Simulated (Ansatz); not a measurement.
**NH3 on the (0001) surface of wurtzite GaN (2x2 with 3 H on 4 top atoms; a constructed slab, bottom: 3 H on 4 bottom sites), one in a cell of 36 Å², started at the site 'hollow H'**

Host crystal: wurtzite GaN, with a band gap (PBE, scalar-relativistic without spin-orbit coupling).

These are r2SCAN, at the PBE geometry (plane waves to 500 eV, PAW; Ansatz, a first-principles code) values and carry that method's errors.

Set-up: 50 atoms, 13.8 Å thick at the start with caps and adatoms under the adsorbate (thin: gaps and levels are the slab's own); mesh 4x4x1; 0.01 eV smearing; dipole correction on; single point; no symmetry held, on the structure that PBE left; no spin, no spin-orbit, no U, no dispersion correction. At the end it is bonded to Ga. In PBE it is, or lies within 0.03 eV of, the lowest of the starts that converged; the order may differ at this level.

```
Quantity                                                                                                                                                          Result
--------------------------------------------------------------------------------------  --------------------------------------------------------------------------------
adsorption energy against NH3(g) at the same level                                                                                                              -1.70 eV
gap of the slab on its k-mesh                                                                                                                                    2.43 eV
highest filled level below the top vacuum level                                                                                                                  4.91 eV
change of the step from the bottom to the top vacuum level, against the clean slab                                                                              -2.21 eV
height of the binding atom over the mean of the host atoms within 0.3 Å of the top one                                                                           29.3 pm
nearest host atoms of the binding atom                                                                                            Ga at 2.09 Å, H at 3.19 Å, H at 3.19 Å
caution                                                                                 the clean host was not checked against rearrangement in a larger or rattled cell
note                                                                                                     in the relaxation the adsorbate left its starting site by 1.6 Å
```

A negative adsorption energy means that the adsorbate is more stable on the surface than in its reference.
